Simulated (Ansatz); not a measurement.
Relaxed 16-atom cells of (Ru,Re) in the hexagonal close-packed type, of low symmetry and near-random order, with the end members in the same type and cell. Left out are ordered and sheared cells and those that changed their type; one cell stands for each fraction.

All values below come from PBE (plane waves to 420 eV, PAW; Ansatz, a quantum-chemistry and plane-wave program). Spin–orbit coupling is left out; the runs are not spin-polarised.

```tsv
cell	fraction of Re	volume (Å³/atom)
Ru	0	13.77
ReRu7	0.1250	13.90
ReRu3	0.2500	14.05
ReRu	0.5000	withheld
Re3Ru	0.7500	14.64
Re7Ru	0.8750	14.79
Re	1	14.95
```

Question: Fit y = y0 + (y1 − y0) x − b x (1 − x), with y0 and y1 the end rows to the rows shown by least squares, with x the second column and y the third, and predict the withheld row.

Answer: The fit gives b = 0.09, with a root-mean-square miss of 0.003 on the rows shown. At x = 0.5000 it predicts 14.34; the run gives 14.33, a miss of +0.01.
